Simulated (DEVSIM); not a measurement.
Device: abrupt CdTe n-p junction, at 300 K.

Layer 1 from the left is CdTe, thickness (μm) 16.0, Nd (cm⁻³) 1.1e15, τn (s) 1.6e-8, τp (s) 4.8e-9. Layer 2 from the left is CdTe, thickness (μm) 44.0, Na (cm⁻³) 7.7e15, τn (s) 1.6e-8, τp (s) 1.6e-8.

Left contact: ohmic. Right contact: ohmic. Voltage is applied to the left contact. Recombination: SRH at mid-gap, Auger. Mobility is μmin + (μ − μmin)/(1 + (N/Nref)^α).

Constants are typed, rounded textbook-type inputs, not results; the design itself was drawn at random and stands for no fabricated device. Values at 300 K.

CdTe: gap (eV) 1.5, affinity (eV) 4.28, permittivity 10.2, Nc (cm⁻³) 8e17, Nv (cm⁻³) 1.8e19, μn (cm²/Vs) 1000, μp (cm²/Vs) 80, μn,min 100, μp,min 10, Nref,n 1e17, Nref,p 1e17, αn 0.6, αp 0.6, Cn (cm⁶/s) 1e-30, Cp (cm⁶/s) 1e-30.

Task: Estimate by hand the built-in potential, the peak field at zero bias, the capacitance at 0.6 V, and compare with a numerical solution.

Result: 
- Built-in potential: ni = √(Nc Nv) exp(−Eg/2kT) = 954000 cm⁻³ with Eg = 1.500 eV; Vbi = kT/q ln(Na Nd/ni²) = 1.129 V; numerical 1.129 V.
- Peak field at zero bias: depletion approximation: W = √(2εVbi/(qN)) = 1.15 μm with N = 9.62e14 cm⁻³; field = 2Vbi/W = 19600 V/cm; numerical 19200 V/cm (estimate above by 2.3 %).
- Capacitance at 0.6 V: C = √(qεN / 2(Vbi + |V|)) = 6.35 nF/cm²; numerical 6.44 nF/cm² (estimate below by 1.5 %).

Model (solved in DEVSIM): 1D drift-diffusion, Boltzmann statistics, complete ionisation; no tunnelling, impact ionisation, image-force lowering or self-heating.
